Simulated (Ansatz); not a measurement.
Seebeck coefficient (μV/K, mean over directions) of p-type CdSe (P6_3mc) against carrier density, PBE with spin-orbit coupling, rigid bands run with Ansatz (a quantum-chemistry and plane-wave program). Computed gap 0.55 eV; densities at which minority carriers matter at this gap, or further valleys turn the trend, are left out. Conductivity mass 0.96 mₑ (harmonic mean over directions), N_v = 2.2e19 cm⁻³ at 300 K.

```json
[
 {"hole density": "1e18 cm⁻³", "300 K": "507", "500 K": "582"},
 {"hole density": "3e18 cm⁻³", "300 K": "414", "500 K": "488"},
 {"hole density": "1e19 cm⁻³", "300 K": "314", "500 K": "385"},
 {"hole density": "3e19 cm⁻³", "300 K": "227", "500 K": "(withheld)"},
 {"hole density": "1e20 cm⁻³", "300 K": "141", "500 K": "199"},
 {"hole density": "3e20 cm⁻³", "300 K": "78", "500 K": "(withheld)"},
 {"hole density": "1e21 cm⁻³", "300 K": "44", "500 K": "73"}
]
```

Task: Some entries are withheld; supply them.

Result: 
- 3e19 cm⁻³, 500 K: 293
- 3e20 cm⁻³, 500 K: 124

Rigid bands with a gap fixed in temperature, one relaxation time for all states, no polarons or phonon drag, and whether or not such doping can be reached. Geometry: cell and atoms relaxed with PBEsol.
